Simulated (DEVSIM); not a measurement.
System: InP n-i-p diode, at 400 K.

```csv
layer (left to right),material,thickness (μm),Nd (cm⁻³),Na (cm⁻³),τn (s),τp (s)
1,InP,0.300,1.5e17,-,1.7e-8,1.7e-8
2,InP,6.90,-,7.1e11,1.7e-8,1.7e-8
3,InP,1.00,-,5.5e17,1.7e-8,1.7e-8
```

Left contact: ohmic. Right contact: ohmic. Voltage is applied to the left contact. Recombination: SRH at mid-gap. Mobility is μmin + (μ − μmin)/(1 + (N/Nref)^α).

Constants are typed, rounded textbook-type inputs, not results; the design itself was drawn at random and stands for no fabricated device. Values at 300 K; Nc and Nv go as T^1.5, mobilities as T to minus their exponent, the gap by Varshni's rule with the affinity fixed.

| parameter | InP |
|---|---|
| gap (eV) | 1.344 |
| affinity (eV) | 4.38 |
| permittivity | 12.5 |
| Nc (cm⁻³) | 5.7e17 |
| Nv (cm⁻³) | 1.1e19 |
| μn (cm²/Vs) | 5200 |
| μp (cm²/Vs) | 170 |
| μn,min | 400 |
| μp,min | 10 |
| Nref,n | 3e17 |
| Nref,p | 4.9e17 |
| αn | 0.47 |
| αp | 0.62 |
| T exponent of μn | 2 |
| T exponent of μp | 2 |
| Varshni α (eV/K) | 0.000363 |
| Varshni β (K) | 162 |

DEVSIM, 1D drift-diffusion, Boltzmann statistics, complete ionisation; no tunnelling, impact ionisation, image-force lowering or self-heating.

### Question
Tabulate band edges, carrier densities and field at -1.0 V on the left contact.

### Answer
Energies count from the Fermi level of the right contact; mesh points crowd at the junctions.

| x (μm) | Ec (eV) | Ev (eV) | n (cm⁻³) | p (cm⁻³) | field (V/cm) |
|---|---|---|---|---|---|
| 0.000 | 1.061 | -0.250 | 1.5e17 | 3000 | -12 |
| 0.03223 | 1.061 | -0.251 | 1.5e17 | 1.0e14 | -12 |
| 0.1050 | 1.061 | -0.251 | 1.5e17 | 3.4e14 | -12 |
| 0.2141 | 1.061 | -0.251 | 1.5e17 | 6.9e14 | 17 |
| 0.2862 | 1.071 | -0.240 | 1.1e17 | 1.2e15 | 8200 |
| 0.3136 | 1.112 | -0.200 | 3.4e16 | 4.2e15 | 12000 |
| 0.3679 | 1.141 | -0.170 | 1.4e16 | 1.0e16 | 2000 |
| 0.5865 | 1.146 | -0.165 | 1.2e16 | 1.2e16 | -54 |
| 1.034 | 1.144 | -0.168 | 1.2e16 | 1.2e16 | -61 |
| 2.125 | 1.137 | -0.175 | 1.4e16 | 1.4e16 | -71 |
| 4.500 | 1.118 | -0.193 | 1.9e16 | 1.9e16 | -80 |
| 6.417 | 1.103 | -0.208 | 2.8e16 | 2.8e16 | -80 |
| 6.893 | 1.099 | -0.212 | 3.0e16 | 3.0e16 | -80 |
| 7.094 | 1.098 | -0.213 | 3.1e16 | 3.2e16 | 58 |
| 7.184 | 1.125 | -0.186 | 1.4e16 | 7.2e16 | 15000 |
| 7.212 | 1.190 | -0.122 | 2.2e15 | 4.7e17 | 8000 |
| 7.262 | 1.195 | -0.117 | 1.8e15 | 5.5e17 | -13 |
| 7.380 | 1.195 | -0.117 | 1.5e15 | 5.5e17 | -17 |
| 7.793 | 1.194 | -0.117 | 7.7e14 | 5.5e17 | -18 |
| 8.041 | 1.194 | -0.118 | 3.0e14 | 5.5e17 | -18 |
| 8.147 | 1.193 | -0.118 | 1.0e14 | 5.5e17 | -18 |
| 8.200 | 1.193 | -0.118 | 810 | 5.5e17 | -18 |
